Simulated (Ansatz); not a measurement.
# ScPd₃N (model structure, started from the Ni3MgC type, Pm-3m, No. 221, 5 atoms in the cell)

Computed with LDA in Ansatz (PAW).

Numerical settings: plane-wave cutoff 520 eV, 14×14×14 k mesh, Fermi–Dirac smearing 0.05 eV, scalar-relativistic PAW data made under PBE.

Cell (relaxed at this level):

```
CELL_PARAMETERS angstrom
      4.10580     0.00000     0.00000
      0.00000     4.10580     0.00000
      0.00000     0.00000     4.10580
ATOMIC_POSITIONS crystal
  Sc 0.00000 0.00000 0.00000
  Pd 0.00000 0.50000 0.50000
  Pd 0.50000 0.00000 0.50000
  Pd 0.50000 0.50000 0.00000
  N  0.50000 0.50000 0.50000
```

```
Property       Result
------------  -------
band gap         none
bulk modulus  199 GPa
```

Note: the bulk modulus is −V dP/dV from two relaxed cells at ±2 % in volume; the relaxation could raise the start's symmetry but not lower it, so the cell can be a saddle point.

Spin–orbit coupling is not included.

Computing time: about 60 core-seconds (a rough figure).

A model structure was made by putting elements into a prototype or built by hand; it is no filed structure, need not be a known phase, and can be a saddle point held by its symmetry.

Ansatz is an electronic-structure program.
